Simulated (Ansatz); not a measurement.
Consider this model of amorphous tantalum oxide (Ta16O39).

```xyz
55
Lattice="9.2877 0.0000 0.0000 0.0000 9.2877 0.0000 0.0000 0.0000 9.2877" Properties=species:S:1:pos:R:3 pbc="T T T"
Ta     0.2167     8.0063     4.8922
Ta     3.5563     6.4127     4.1319
Ta     4.3942     8.0166     0.5409
Ta     7.9619     5.7036     8.6923
Ta     6.9082     7.0128     2.6499
Ta     0.7898     8.7153     8.8012
Ta     2.3939     5.4033     0.2636
Ta     3.4539     0.5476     3.7384
Ta     3.7708     4.1680     6.3546
Ta     6.9301     0.9857     4.5198
Ta     8.1810     4.6181     5.1126
Ta     1.1882     1.3468     6.4192
Ta     5.5814     7.9586     6.4504
Ta     1.7297     3.7913     2.7725
Ta     8.0999     2.0672     1.0772
Ta     7.0195     2.5021     7.4841
O      8.9443     2.1353     7.2091
O      7.2184     5.8924     1.1431
O      1.7859     7.0898     4.4410
O      5.0020     1.4375     4.2277
O      7.2471     2.8217     5.2843
O      2.5884     3.6725     0.9316
O      6.9366     1.2994     8.9867
O      2.7975     5.0199     7.6837
O      8.8175     0.6717     4.9096
O      0.4623     8.6264     6.8341
O      0.5078     5.2911     9.0749
O      7.5019     3.6288     9.2277
O      7.0840     5.3910     3.8535
O      0.5392     4.0761     4.3960
O      7.2278     1.5794     2.6518
O      4.2522     6.1781     0.3722
O      1.8714     0.2853     4.8547
O      2.2854     5.6777     2.3790
O      2.1587     7.5944     0.1602
O      8.8120     6.4131     5.6343
O      2.0046     0.8200     8.0214
O      6.6577     6.8623     7.4823
O      7.7177     4.5203     7.0312
O      4.9536     6.5895     2.9365
O      2.5529     2.1621     3.1669
O      4.5723     8.5609     8.0269
O      0.1186     3.2712     1.9251
O      3.5097     8.9844     2.0680
O      8.6301     7.7347     3.1457
O      6.3875     0.6698     6.4967
O      2.4903     2.7159     6.1820
O      5.2224     3.2931     7.1451
O      8.6539     7.5162     8.9372
O      6.0851     8.2644     1.3443
O      0.1367     0.7150     0.7703
O      4.0923     8.2727     4.8762
O      4.5601     6.0816     5.8608
O      6.6689     8.2855     4.6803
O      3.2962     4.4832     4.4302
```

All values below come from PBE, scalar-relativistic without spin-orbit coupling (plane waves to 420 eV, PAW; Ansatz, a program for electronic structure). The usual formal charges leave 2 electrons over, so the level spacing at the Fermi energy parts defect or band states and needn't be the band gap.

A CHGNet melt-quench gave the starting glass, which DFT then relaxed. O atoms were pushed apart under 1.9 Å during the dynamics, to hinder bonds among them. The hot cell started wider than the set density and was brought back towards it in steps. It is the lowest in DFT energy of 2 quenches. It is a model cell: composition and starting density were chosen by hand, and all elements were melted together. No dispersion term was used. Its density started from a set value of 7.29 and ended at 7.29 g/cm³. Cooling (nominally 380 K/ps over its main leg) ran many orders faster than in experiment, which tends to leave more defects and strain. One small periodic cell is one sample of the glass; other quenches scatter about these values. The volume was held where the preparation left it, at a PBE pressure of 0.0 GPa. Stress components on the final sampling reach 2.6 GPa. On a 2×2×2 Γ-centred mesh force components of up to 0.37 eV/Å stay, since the relaxation ran on the zone centre alone.

Cut-offs for bonds: Ta-Ta 3.12 Å, Ta-O 2.54 Å, O-O 1.58 Å. Two cations that share two anions don't count as bonded, nor two that share one unless they lie closer than Ta-Ta 3.04 Å.

Problem. Give the coordination numbers, mean bond lengths and angles.

Solution. 
* **Mean coordination of Ta by anions**: 5.69 (6 with 5, 9 with 6, 1 with 7)
* **Mean coordination of O**: 2.33 (26 with 2, 13 with 3)
* **Mean Ta-O bond**: 2.009 Å (spread 0.132 Å, 91 counted)
* **Bond angle at Ta**: mean 104.2°, spread 27.9°
* **Bond angle at O**: mean 129.3°, spread 23.9°

Problem. List the pairs of like atoms that count as bonded by the rules above.

Solution. There are none by these rules.
